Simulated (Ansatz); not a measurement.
Consider Ge in the diamond structure (space group Fd-3m, No. 227).

```
Ge
1.0
    0.00000     2.88084     2.88084
    2.88084     0.00000     2.88084
    2.88084     2.88084     0.00000
Ge
2
Direct
  0.00000   0.00000   0.00000
  0.25000   0.25000   0.25000
```

All numbers come from PBE (Ansatz, a first-principles code, PAW, no spin-orbit coupling).

Strains are applied to the cell and any free atomic positions relax.

One change was made to it. Results:

The pressure goes from zero to 4.1 GPa; the energy grows by 17 meV/atom.

Problem. Which change produced these results?
A. isotropic strain +1.00 %
B. isotropic strain −2.00 %
C. isotropic strain −0.50 %

Solution. B, isotropic strain −2.00 %. For comparison, the energy relative to the base in the other runs: isotropic strain −0.50 % gives +1.0 meV/atom; isotropic strain +1.00 % gives +3.8 meV/atom.

Stability against distortions was not tested.
